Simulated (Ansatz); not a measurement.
## Ba2TiO4 (P4/mmm, No. 123; start mp-36194; another space group than a measured phase of this formula): cohesive energy by level of theory

No measured value is used here.

```csv
level (code),value (eV/atom),cell (Å³/atom)
LDA (Ansatz),6.97,22.48
PBEsol (Ansatz),[?],24.56
r²SCAN (Ansatz),6.03,25.36
```

**Question.** Complete the blanks.

**Answer.** 
- PBEsol (Ansatz, an electronic-structure program), value (eV/atom): 6.36

Density-functional levels without +SOC have no spin–orbit coupling, which shifts binding energies of heavy elements. LDA, PBEsol, r²SCAN: the relaxation could not lower the start's symmetry, so the cell can be a saddle point above a distorted one. Each level is taken at its own relaxed cell. Cutoffs differ between the levels. Ansatz's density-functional and Hartree–Fock values are scalar-relativistic unless marked +SOC, with PAW data made under PBE.

A start named mp-… is a Materials Project structure, which can be a computed phase never made.
